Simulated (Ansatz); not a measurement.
# RuAl: stress against strain

RuAl (CsCl type, Pm-3m, 13.192 Å³/atom at rest, cube axes along x, y and z) under a strain ε along a cube axis (axis z), the other axes held. PBEsol in Ansatz, a plane-wave DFT program (PAW, default set), 420 eV, 19×19×19 Γ-centred mesh, Fermi-Dirac smearing 0.10 eV; ions are relaxed within the symmetry of each cell. Stress is positive for a compressed cell.

Here s stands for strain and y for stress zz.

| strain (%) | stress zz (GPa) |
|---|---|
| -3.00 | ? |
| -1.50 | 5.35 |
| -1.00 | 3.50 |
| -0.50 | 1.72 |
| 0.00 | 0.00 |
| 0.50 | -1.66 |
| 1.00 | -3.26 |
| 1.50 | -4.80 |

Taking a straight line for y over the 7 complete rows: Means: s 0, y 0.121. About the means, the sum of products is -23.675 and the sum of squares of s is 7.0000; the slope is their ratio. Least squares gives y = 0.121 - 3.3821·s. Residuals (row less fit): 0.156, -0.003, -0.092, -0.121, -0.090, 0.001, 0.152; standard error 0.125 (degrees of freedom: 5). The slope gives the elastic constant C11 = 338 ± 5 GPa.

Problem. Estimate the missing y (s = -3.00); what did the run itself give?

Solution. y = 0.121 - 3.3821 × (-3.0) = 10.267 GPa. The calculation gives 11.32 GPa, 1.053 GPa above the prediction (6.5 % of the range of y in the table). The row lies outside the fitted rows, so this is an extrapolation. From the scatter of the fitted rows alone, a prediction at this place has a standard error of 0.195 GPa, so the miss is 5.4 times that.

One order more, fitted to all 13 runs of the series, follows each within 0.03, so the miss is the next term of a smooth law. In a metal these values are sensitive to mesh and smearing; energies are taken to zero smearing, stresses follow the free energy. Rows are the converged runs of the series near zero and its far end; series whose fitted rows scatter by over a few per cent of the range, as at a crossing or softening among them, aren't shown in this form. Most that stay on the fit to the last digits aren't either.
